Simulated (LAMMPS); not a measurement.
LAMMPS 22 Jul 2025, classical MD, EAM (W_zhou.eam.alloy): W, 11664 atoms.

| Property | Value |
|---|---|
| task | MD, nve |
| potential | EAM, W_zhou.eam.alloy |
| copies of the repeat unit | 18×18×18 |
| shape (slab and sphere leave vacuum in the box) | bulk |
| neighbor skin | 2 Å |
| neigh_modify | every 1 delay 0 check yes |
| newton | on (default) |
| atom_modify sort (bins of 2 Å where set) | 1000 (default) |
| comm_style | brick (default) |
| box | 57.0 × 57.0 × 57.0 Å |
| start | generated bcc lattice, warmed in an untimed run |

All runs start from one configuration, warmed at this fixed volume for 1000 steps under a thermostat at 1600 K. The run at the shortest step has a mean temperature of 1600 K and a mean pressure of 5.7 GPa.

Each run covers about 2.0 ps at constant energy (mean temperature 1600 K at the shortest step); σ is the standard deviation over the printed steps. One run each, on a shared machine, so no times are given.

Steps tried: 0.5 fs, 1 fs, 2 fs, 2.5 fs, 4 fs, 5 fs, 8 fs, 10 fs, 16 fs, 20 fs, 32 fs.

Question: Choose the longest time step that keeps σ(total energy)/σ(kinetic energy) under 2 %.

Answer: 5 fs. The run fails or blows up at 32 fs.

```csv
time step,σ(E total)/σ(E kinetic),last minus first total energy (meV/atom),mean temperature (K)
0.5 fs,0.0012,−0.0024,1600
1 fs,0.0028,−0.0081,1600
2 fs,0.0046,−0.0021,1600
2.5 fs,0.0046,+0.012,1600
4 fs,0.0081,−0.0043,1600
5 fs,0.0099,−0.017,1590
8 fs,0.029,+0.071,1590
10 fs,0.041,+0.11,1580
16 fs,0.090,+0.72,1550
20 fs,0.16,+1.9,1520
32 fs,stops: Lost atoms,—,—
```

The bar is a choice.
